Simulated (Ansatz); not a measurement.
Consider the following.

```
CELL_PARAMETERS angstrom
      4.00550     0.00000     0.00000
      0.00000     5.66464     0.00000
      2.00275     2.83232     2.11992
ATOMIC_POSITIONS crystal
  S  0.50000 0.25697 0.00000
  Cd 0.00000 0.99303 0.00000
```

No spin polarisation.

Level of theory: PBEsol (Ansatz, a program for electronic structure; PAW; 420 eV plane waves; no spin-orbit coupling), earlier PAW set. k-mesh 10×10×10 (Γ-centred); smearing 0.05 eV (Fermi–Dirac).

**Question.** Predict the gap character, in-plane stress and band gap.

**Answer.** Gap character: direct at Γ
Mean in-plane stress (compression positive): +2.4 GPa
Band gap: 0.95 eV

The cells carry an imposed strain or load. Whether these cells are dynamically stable was not tested. The cell was made from CdS in the zinc blende structure (space group F-43m, No. 216) by this change: biaxial strain −2.75 %, plane normal [110], relaxed out of plane.
